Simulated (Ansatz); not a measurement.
# Al2O3: band gap against strain

Al2O3 (corundum, R-3c, 8.562 Å³/atom at rest, c along z) under a strain ε along c (axis z), the other axes held. PBEsol in Ansatz, a plane-wave DFT program (PAW, default set), 420 eV, 8×8×8 Γ-centred mesh, Fermi-Dirac smearing 0.05 eV; ions are relaxed within the symmetry of each cell. Gaps are the smallest over the k-mesh and a band path, without spin-orbit coupling; in all rows the valence edge lies at Γ and the conduction edge at Γ.

Here s stands for strain and Eg for gap.

```csv
strain (%),gap (eV)
-3.00,?
-2.25,6.104
-1.50,6.083
-0.75,6.059
0.00,6.030
```

Q: Using a straight line, estimate the missing Eg at s = -3.00 from the other rows, showing the fit.

A: Means: s -1.1250, Eg 6.0690. About the means, the sum of products is -0.092250 and the sum of squares of s is 2.8125; the slope is their ratio. Least squares gives Eg = 6.0321 - 0.03280·s. Residuals (row less fit): -0.0019, 0.0017, 0.0023, -0.0021; standard error 0.0028 (degrees of freedom: 2). Over these rows the gap moves by -3.3 ± 0.2 eV per unit strain. At the withheld row, Eg = 6.0321 - 0.03280 × (-3.00) = 6.1305 eV. The calculation gives 6.120 eV, 0.0105 eV below the prediction (11.7 % of the range of Eg in the table). The row lies outside the fitted rows, so this is an extrapolation. From the scatter of the fitted rows alone, a prediction at this place has a standard error of 0.0045 eV, so the miss is 2.3 times that.

One order more, fitted to all 5 runs of the series, follows each within 0.001, so the miss is the next term of a smooth law. Rows are the converged runs of the series near zero and its far end; series whose fitted rows scatter by over a few per cent of the range, as at a crossing or softening among them, aren't shown in this form. Most that stay on the fit to the last digits aren't either.
